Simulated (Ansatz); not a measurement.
**Si3N4 (model structure, started from the spinel Si type, Fd-3m, No. 227, 14 atoms in the cell)**

These are r²SCAN+rVV10 (plane waves, PAW; Ansatz, an electronic-structure program) values and carry that method's errors.

Settings: plane-wave cutoff 560 eV, 8×8×8 k mesh, Fermi–Dirac smearing 0.01 eV, scalar-relativistic PAW data made under PBE.

Cell (relaxed at this level):

```yaml
crystal:
  lattice:
    - [0.00000, 3.86128, 3.86128]
    - [3.86128, 0.00000, 3.86128]
    - [3.86128, 3.86128, 0.00000]
  atoms:
    - { symbol: Si, position: [0.62500, 0.62500, 0.62500] }
    - { symbol: Si, position: [0.12500, 0.62500, 0.62500] }
    - { symbol: Si, position: [0.62500, 0.12500, 0.62500] }
    - { symbol: Si, position: [0.62500, 0.62500, 0.12500] }
    - { symbol: Si, position: [0.25000, 0.25000, 0.25000] }
    - { symbol: Si, position: [0.00000, 0.00000, 0.00000] }
    - { symbol: N, position: [0.86760, 0.86760, 0.86760] }
    - { symbol: N, position: [0.39721, 0.86760, 0.86760] }
    - { symbol: N, position: [0.86760, 0.39721, 0.86760] }
    - { symbol: N, position: [0.86760, 0.86760, 0.39721] }
    - { symbol: N, position: [0.38240, 0.38240, 0.38240] }
    - { symbol: N, position: [0.85279, 0.38240, 0.38240] }
    - { symbol: N, position: [0.38240, 0.85279, 0.38240] }
    - { symbol: N, position: [0.38240, 0.38240, 0.85279] }
```

For Si3N4 (model structure, started from the spinel Si type, Fd-3m, No. 227, 14 atoms in the cell), the band gap is 4.01 eV (on the SCF k mesh).

Note: the relaxation could raise the start's symmetry but not lower it, so the cell can be a saddle point.

Static lattice: no zero-point or thermal effects.

Computing time: roughly 2.5 core-minutes.

A model structure was made by putting elements into a prototype or built by hand; it is no filed structure, need not be a known phase, and can be a saddle point held by its symmetry.
